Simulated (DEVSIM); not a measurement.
Structure: Mo/SiO2/p-Si capacitor, at 300 K.

| layer (left to right) | material | thickness (nm) | Na (cm⁻³) |
|---|---|---|---|
| 1 | SiO2 | 41.0 | - |
| 2 | Si | 1700 | 1.2e17 |

Metal gate on the left, work function 4.6 eV. Fixed charge at the semiconductor interface -2e11 cm⁻² (in units of +e); no interface traps.

This is a model device: material constants are rounded textbook-type values typed into the input, and sizes, dopings and lifetimes were drawn at random. Values at 300 K.

| parameter | SiO2 | Si |
|---|---|---|
| gap (eV) | 9 | 1.124 |
| affinity (eV) | 0.9 | 4.05 |
| permittivity | 3.9 | 11.7 |
| Nc (cm⁻³) | - | 2.86e19 |
| Nv (cm⁻³) | - | 3.1e19 |

Simulated with DEVSIM: 1D Poisson equation in equilibrium, Boltzmann statistics, complete ionisation; no quantum confinement or tunnelling. Metal contacts follow the ideal Schottky-Mott rule: no Fermi-level pinning, no interface dipoles.

Q: Tabulate band edges, carrier densities and field at -2.75 V on the gate.

A: Energies count from the Fermi level of the right contact; mesh points crowd at the junctions.

```tsv
x (μm)	Ec (eV)	Ev (eV)	n (cm⁻³)	p (cm⁻³)	field (V/cm)
0.000	6.450	-2.550	< 1e2	< 1e2	-540000
0.001507	6.369	-2.631	< 1e2	< 1e2	-540000
0.004855	6.187	-2.813	< 1e2	< 1e2	-540000
0.01187	5.808	-3.192	< 1e2	< 1e2	-540000
0.02961	4.848	-4.152	< 1e2	< 1e2	-540000
0.03655	4.472	-4.528	< 1e2	< 1e2	-540000
0.03968	4.303	-4.697	< 1e2	< 1e2	-540000
0.04147	1.073	-0.051	< 1e2	4.3e18	-170000
0.04364	1.046	-0.078	< 1e2	1.5e18	-93000
0.04869	1.016	-0.108	250	4.7e17	-38000
0.05980	0.992	-0.132	610	1.9e17	-11000
0.1008	0.981	-0.143	960	1.2e17	-290
0.1820	0.980	-0.144	970	1.2e17	≈ 0
0.3713	0.980	-0.144	970	1.2e17	≈ 0
1.024	0.980	-0.144	970	1.2e17	≈ 0
1.434	0.980	-0.144	970	1.2e17	≈ 0
1.610	0.980	-0.144	970	1.2e17	≈ 0
1.683	0.980	-0.144	970	1.2e17	≈ 0
1.723	0.980	-0.144	970	1.2e17	≈ 0
1.734	0.980	-0.144	970	1.2e17	≈ 0
1.739	0.980	-0.144	970	1.2e17	≈ 0
1.741	0.980	-0.144	970	1.2e17	≈ 0
```
